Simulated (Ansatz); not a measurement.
**Hypothetical P4/nmm Cr2C: response to strain**

Base system: Cr2C (space group P4/nmm, No. 129; a = 3.0782 Å, c = 5.6227 Å; non-magnetic; a hypothetical phase, not in the database extracts checked). Axes: x, y, z lie along a, b, c of the conventional cell.

Strains are applied to the cell and any free atomic positions relax; under biaxial strain the out-of-plane vector relaxes too.

Method: PBEsol (Ansatz, a first-principles code), no SOC.

Notes on the quantities. pressure: mean of the normal stresses, compression positive.

```tsv
variant	pressure	volume per atom
base	0.0 GPa	8.88 Å³
biaxial strain −1.71 %, plane normal [001], relaxed out of plane	8.1 GPa	8.66 Å³
biaxial strain −1.24 %, plane normal [001], relaxed out of plane	___	___
biaxial strain −0.23 %, plane normal [001], relaxed out of plane	1.0 GPa	8.85 Å³
tensor shear ε_xy = +0.31 %	0.0 GPa	8.88 Å³
```

Problem. What belongs in the blanks?

Solution. 
- biaxial strain −1.24 %, plane normal [001], relaxed out of plane, pressure: 5.7 GPa
- biaxial strain −1.24 %, plane normal [001], relaxed out of plane, volume per atom: 8.72 Å³

Without a gap, meshes like the base's 15×15×8 leave anisotropic stresses uncertain by several tenths of a GPa, and small strain energies with them. No phonon test of stability was made. Seeded moments were not kept for the base. All final runs are without spin polarisation.
